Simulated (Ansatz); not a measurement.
BaS: S → Rh

The reference is BaS in the rock salt structure (space group Fm-3m, No. 225; a = 6.428 Å).

One thing is altered: full substitution S → Rh; the structure is relaxed again.

Calculations: PBE (Ansatz, a program for electronic structure, PAW, spin-orbit coupling left out). Γ-centred 13×13×13 mesh, Fermi–Dirac width 0.05 eV, for the changed cell.

The volume per atom falls by 5.20 Å³, from 33.20 Å³ to 28.00 Å³ and the space group is still Fm-3m (No. 225). The shortest interatomic distance drops by 0.177 Å to 3.037 Å and the band gap becomes zero (base: 2.23 eV).

Whether these cells are dynamically stable was not tested. As relaxed here, BaRh is a hypothetical phase, not in the database extracts checked. All final runs are without spin polarisation. BaRh has a high density of states at the Fermi level and may be magnetic at this level.
